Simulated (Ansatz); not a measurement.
Ansatz (a quantum-chemistry and plane-wave program) run on Ta3Re (P1, 4 atoms in the cell): self-consistent single point.

Method of the run: LDA (PW92), default PAW files made with PBE (plane waves; Ansatz).

```yaml
crystal:
  lattice:
    - [0.00000, 3.23752, 3.23752]
    - [3.23752, 0.00000, 3.23752]
    - [3.23752, 3.23752, 0.00000]
  atoms:
    - { symbol: Ta, position: [0.25408, 0.25348, 0.24810] }
    - { symbol: Ta, position: [0.74428, 0.75279, 0.74497] }
    - { symbol: Ta, position: [0.50371, 0.50200, 0.49813] }
    - { symbol: Re, position: [0.99793, 0.99173, 0.00880] }
```

Reference input (self-consistent single point, DFT, LDA (PW92), plane waves, default PAW files made with PBE): basis.ecutwfc = 30.9 Ry; kpoints.mp_grid.grid = 6 6 6; kpoints.mp_grid.shift = 0.5 0.5 0.5; hamiltonian.xc = lda; hamiltonian.pseudopotentials = {kind: paw} (the program's default PAW files); scf.occupations.method = methfessel_paxton; scf.occupations.width = 0.01 Ry. This run's input differs from it in these lines:

Ansatz 0.2 input:
```diff
@@ -18,3 +18,3 @@
 scf:
-  occupations: { method: methfessel_paxton, width: 0.01 Ry }
+  occupations: { method: methfessel_paxton, width: 0.0588 Ry }
 output:
```

The program printed (abridged):

```
SCF iter   1: F=—  HF=-39656.243310 eV  |F-HF|=—  |Δ(HF+E_count)|=         —  Δρ=8.73e-3  dr2=8.95e-2  ethr=1.77e-3  ⟨swp⟩=5.0  Hψ=13172  notcnv=0
all-band conjugate gradients solve this SCF's bands
preconditioner: auto → Kerker (q_TF=auto, 2.626 Å⁻¹)
SCF iter   2: F=—  HF=-39656.233129 eV  |F-HF|=—  |Δ(HF+E_count)|=   1.02e-2  S|Δr|=    0.00e0  Δρ=5.14e-3  dr2=3.03e-2  ethr=1.66e-4  ⟨swp⟩=1.1  Hψ=4758  notcnv=0
SCF iter   3: F=—  HF=-39656.226977 eV  |F-HF|=—  |Δ(HF+E_count)|=   6.15e-3  S|Δr|=    0.00e0  Δρ=4.74e-4  dr2=1.40e-4  ethr=5.61e-5  ⟨swp⟩=2.0  Hψ=4710  notcnv=0
SCF iter   4: F=—  HF=-39656.226937 eV  |F-HF|=—  |Δ(HF+E_count)|=   4.06e-5  S|Δr|=    0.00e0  Δρ=5.47e-5  dr2=2.43e-6  ethr=2.60e-7  ⟨swp⟩=2.0  Hψ=5202  notcnv=0
SCF iter   5: F=—  HF=-39656.226939 eV  |F-HF|=—  |Δ(HF+E_count)|=   2.06e-6  S|Δr|=    0.00e0  Δρ=1.13e-5  dr2=7.22e-8  ethr=1.85e-10  ⟨swp⟩=7.2  Hψ=16405  notcnv=0
SCF iter   6: F=-39656.226939 eV  HF=-39656.226939 eV  |F-HF|=6.77e-10  |Δ(HF+E_count)|=   8.87e-9  S|Δr|=    0.00e0  Δρ=1.60e-6  dr2=1.48e-9  ethr=1.34e-10  ⟨swp⟩=2.9  Hψ=12173  notcnv=0
SCF 1 converged in 6 iterations: F = -39656.226939 eV  dr2 = 1.48e-9
Stability not checked (fill_not_monotonic)
Free energy (F): -39656.226939 eV
Internal energy: -39656.283587 eV  (E = F + TS)
E sigma→0 (E₀):  -39656.241101 eV
Entropy (-TS):   0.056648 eV (14.162 meV/atom)
Fermi energy:    19.782773 eV
--- Forces (eV/Å), atoms counted from 1 ---
  atom   1  Ta    -0.07688319    -0.05397717    -0.39608130
  atom   2  Ta     0.13269997     0.61741784     0.14762375
  atom   3  Ta    -0.02357421    -0.19415500    -0.25475095
  atom   4  Re    -0.03224355    -0.36929017     0.50321673
--- Stress (GPa, compression-positive) ---
      -10.183031       0.178979       0.224040
        0.178979     -10.196268       0.076143
        0.224040       0.076143     -10.076286
  P = ⅓ Tr σ = -10.1519 GPa (-101.519 kbar)
  The stress holds the Pulay correction. Without it, at fixed plane waves, as pw.x and ABINIT print it: P = -10.2095 GPa
```

The run converged in 6 iterations. Against the reference run the free energy rises by 4.9 meV/atom, the pressure stays at -10.15 GPa and the largest force goes from 0.676 to 0.649 eV/Å.

The starting cell comes from a database of computed structures (which also holds hypothetical and non-ambient phases and stackings), without a prior relaxation at this level. Its atoms were displaced at random from the sites of space group no. 225. Spin polarisation is off. With a pressure of about -10 GPa the cell is away from its equilibrium volume at this level. Ansatz's pressure includes its estimate of the finite-basis (Pulay) stress.
